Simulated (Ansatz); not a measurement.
Results of LDA in Ansatz (plane waves, PAW) for HfI4 (C2/c, No. 15).

Settings: plane-wave cutoff 500 eV, 6×6×4 k mesh (along the axes of the cell as run), gaussian smearing 0.02 eV, scalar-relativistic PAW data made under PBE.

Cell (relaxed at this level):

```cif
data_Hf4I16
_chemical_formula_sum 'Hf4 I16'
_space_group_name_H-M_alt 'P 1'
_space_group_IT_number 1
_cell_length_a 8.11499
_cell_length_b 8.11499
_cell_length_c 12.57451
_cell_angle_alpha 108.405
_cell_angle_beta 108.405
_cell_angle_gamma 90.012
loop_
_space_group_symop_operation_xyz
  'x, y, z'
loop_
_atom_site_label
_atom_site_type_symbol
_atom_site_fract_x
_atom_site_fract_y
_atom_site_fract_z
_atom_site_occupancy
Hf1 Hf 0.21733 0.93803 0.62486 1
Hf2 Hf 0.78267 0.06197 0.37514 1
Hf3 Hf 0.06197 0.78267 0.87514 1
Hf4 Hf 0.93803 0.21733 0.12486 1
I1 I 0.18211 0.94688 0.12339 1
I2 I 0.81789 0.05312 0.87661 1
I3 I 0.05312 0.81789 0.37661 1
I4 I 0.94688 0.18211 0.62339 1
I5 I 0.70480 0.94010 0.12660 1
I6 I 0.29520 0.05990 0.87340 1
I7 I 0.05990 0.29520 0.37340 1
I8 I 0.94010 0.70480 0.62660 1
I9 I 0.19062 0.43845 0.13508 1
I10 I 0.80938 0.56155 0.86492 1
I11 I 0.56155 0.80938 0.36492 1
I12 I 0.43845 0.19062 0.63508 1
I13 I 0.57516 0.31738 0.38399 1
I14 I 0.42484 0.68262 0.61601 1
I15 I 0.68262 0.42484 0.11601 1
I16 I 0.31738 0.57516 0.88399 1
```

Question: Predict the band gap.

Answer: 
* **band gap**: 1.71 eV (on the SCF k mesh)

Note: the relaxation could not lower the start's symmetry, so the cell can be a saddle point above a distorted one; the volume lies 8 % below that of the published cell.

Spin–orbit coupling is not included; with these elements it can move the gap by several tenths of an eV or more.

Static lattice: no zero-point or thermal effects.

Ansatz is a quantum-chemistry and plane-wave program.
